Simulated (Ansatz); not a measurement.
# InSe (P6₃/mmc, No. 194, 8 atoms in the cell; start mp-20485; a measured phase of this formula has another space group)

The numbers are results of LDA in Ansatz (plane waves, PAW), not measurements.

Run with plane-wave cutoff 500 eV, 12×12×4 k mesh (along the axes of the cell as run), gaussian smearing 0.02 eV, scalar-relativistic PAW data made under PBE.

Cell (relaxed at this level):

Space group P6₃/mmc (No. 194); a = 3.9668 Å, b = 3.9668 Å, c = 16.4572 Å, α = 90.00°, β = 90.00°, γ = 120.00°

```tsv
atom	site	symmetry	x	y	z
In	4f	3m.	0.3333	0.6667	0.3333
Se	4f	3m.	0.6667	0.3333	0.0894
```

For InSe (P6₃/mmc, No. 194, 8 atoms in the cell; start mp-20485; a measured phase of this formula has another space group), the band gap is 0.28 eV (on the SCF k mesh).

Note: the relaxation could not lower the start's symmetry, so the cell can be a saddle point above a distorted one.

Spin–orbit coupling is not included.

Computed values are for the static lattice.

Computing time: roughly 6 core-minutes.

A start named mp-… is a Materials Project structure, which need not be a measured phase.

Ansatz is an electronic-structure program.
